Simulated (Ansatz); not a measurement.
fcc Yb was calculated with HSE06 in Ansatz (PAW).

Input file:

Ansatz 0.2 input:
```yaml
crystal:
  lattice:
    - [0.0, 2.7897701726, 2.7897701726]
    - [2.7897701726, 0.0, 2.7897701726]
    - [2.7897701726, 2.7897701726, 0.0]
  atoms:
    - { symbol: Yb, position: [0.0, 0.0, 0.0] }
basis:
  ecutwfc: 460
  ecutrho_ratio: 4
  xc_grid: 2
kpoints:
  mp_grid: { grid: [10, 10, 10] }
hamiltonian:
  xc: hse06
  dispersion: none
  pseudopotentials: { kind: paw }
scf:
  occupations: { method: fermi_dirac, width: 0.05 }
  convergence: { dr2_threshold: 0.0000000001 }
output:
  forces: false
  stress: true
  eigenvalues: true
```

The run printed, among other lines:

```
WARN output.stress: scf.exx.energy_threshold = 1e-6 eV is looser than the 1e-8 eV advised for a stress under a hybrid functional (1e-8 eV for each atom of the …
Crystal: 1 atoms, lattice volume = 43.425 Å³
Basis set: ecut = 460 eV, 941 PW (Γ), exchange–correlation on 60×60×60 points (8 copies of the dense FFT grid, shifted against one another)
Bands: 16, of which v1, the nominal top of the filled ones, is band 12 counted from 1 (11 counted from 0)
Symmetry: 48 space group operations
Space group: Fm-3m (ITA 225), of the structure as read, at distance tolerance 3.5e-5 Å
k-points: 47 of 1000
SCF iter   1: F=—  HF=-13794.983508 eV  |F-HF|=—  |Δ(HF+E_count)|=         —  Δρ=1.49e-2  dr2=8.42e-2
SCF iter   2: F=—  HF=-13794.964414 eV  |F-HF|=—  |Δ(HF+E_count)|=   1.91e-2  Δρ=1.45e-3  dr2=1.23e-3
  ...
SCF 1 converged in 11 iterations: F = -13794.961279 eV  dr2 = 1.03e-11
Crystal: 1 atoms, lattice volume = 43.425 Å³
Initial density: handed on by an earlier stage of this run
Crystal: 1 atoms, lattice volume = 43.425 Å³
SCF 3 converged in 11 iterations: F = -13793.871703 eV  dr2 = 6.32e-11
Crystal: 1 atoms, lattice volume = 43.425 Å³
SCF iter   4: F=—  HF=-13793.871703 eV  |F-HF|=—  |Δ(HF+E_count)|=  6.73e-11  Δρ=4.47e-7  dr2=1.40e-10
SCF iter   5: F=-13793.871703 eV  HF=-13793.871703 eV  |F-HF|=2.55e-11  |Δ(HF+E_count)|=  1.56e-10  Δρ=2.80e-7  dr2=4.65e-11
SCF 4 converged in 5 iterations: F = -13793.871703 eV  dr2 = 4.65e-11
Free energy (F): -13793.871703 eV
Internal energy: -13793.860906 eV  (E = F + TS)
E sigma→0 (E₀):  -13793.866304 eV
Fermi energy:    8.567374 eV
--- Stress (GPa, compression-positive) ---
        0.001148       0.000000      -0.000000
        0.000000       0.001148       0.000000
       -0.000000      -0.000000       0.001148
  P = ⅓ Tr σ = 0.0011 GPa (0.011 kbar)
```

The PAW data were made under PBE.

Note: the run warned that the count of filled bands differs between k points.

The result took about 3 core-minutes (a rough figure).

Ansatz is a quantum-chemistry and plane-wave program.
